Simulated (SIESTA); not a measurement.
**How far to go with the SCF threshold: TlIO₃ (R3m, 5 atoms in the cell)**

```yaml
crystal:
  lattice:
    - [3.16025, 1.82457, 2.66340]
    - [-3.16025, 1.82457, 2.66340]
    - [0.00000, -3.64914, 2.66340]
  atoms:
    - { symbol: Tl, position: [0.01501, 0.01501, 0.01501] }
    - { symbol: I, position: [0.50186, 0.50186, 0.50186] }
    - { symbol: O, position: [0.90328, 0.46189, 0.46189] }
    - { symbol: O, position: [0.46189, 0.90328, 0.46189] }
    - { symbol: O, position: [0.46189, 0.46189, 0.90328] }
```

Method: GGA PBEsol, numerical atomic orbitals DZP, PseudoDojo PBEsol standard norm-conserving potentials (rewritten from UPF to PSML) (SIESTA).

Base settings: XC.functional = GGA; XC.authors = PBEsol; potentials = PseudoDojo PBEsol standard; PAO.BasisSize = DZP; PAO.EnergyShift = 0.005 Ry; MeshCutoff = 400 Ry; kgrid.MonkhorstPack = 3 3 3; OccupationFunction = FD; ElectronicTemperature = 0.02 eV; MaxSCFIterations = 150.

In this ladder: SCF.DM.Tolerance = default; SCF.DM.Converge = false; SCF.H.Converge = false; SCF.FreeE.Converge = true.

The mesh stays at the base's, so the ladder's end is converged at best in this setting alone.

Only quantities that move along the ladder and can be compared are tabulated.

The starting cell comes from a database of computed structures (which also holds hypothetical and non-ambient phases and stackings), without a prior relaxation at this level. Its lattice was rescaled by up to half a per cent. One atom was moved a little off its site on purpose. Spin-orbit coupling is off. Values carry the incompleteness of an atom-centred basis. In the base run, with a pressure of about 4 GPa the cell is away from its equilibrium volume at this level. In the base run, forces exceed 1 eV/Å. Another mesh or the band path of this cell gives a smaller gap, so this value is not converged in the mesh.

```tsv
SCF.FreeE.Tolerance	free energy less the last step's (meV/atom)	pressure (GPa)	largest difference of a force vector from the last step's (eV/Å)	gap on the mesh (eV)
1.0E-01 eV	11.26	5.21	0.272	3.651
1.0E-02 eV	0.09	4.18	0.031	3.741
1.0E-03 eV	0.09	4.18	0.031	3.741
1.0E-04 eV	0.00	4.29	0.000	3.730
1.0E-05 eV	0.00	4.29	0.000	3.730
1.0E-06 eV	0.00	4.29	0.000	3.730
1.0E-07 eV	0.00	4.29	0.000	3.730
1.0E-08 eV	0.00	4.29	0.000	3.730
1.0E-10 eV	0.00	4.29	0.000	3.730
1.0E-12 eV	0.00	4.29	0.000	3.730
```

Coarsest SCF.FreeE.Tolerance that holds the pressure within 0.5 GPa of the last step, with all finer ones: 1.0E-02 eV; the step before is off by 0.92 GPa.

Coarsest SCF.FreeE.Tolerance that holds the forces within 0.01 eV/Å of the last step, with all finer ones: 1.0E-04 eV; the step before is off by 0.031 eV/Å.

Coarsest SCF.FreeE.Tolerance that holds the gap on the mesh within 0.05 eV of the last step, with all finer ones: 1.0E-02 eV; the step before is off by 0.079 eV.
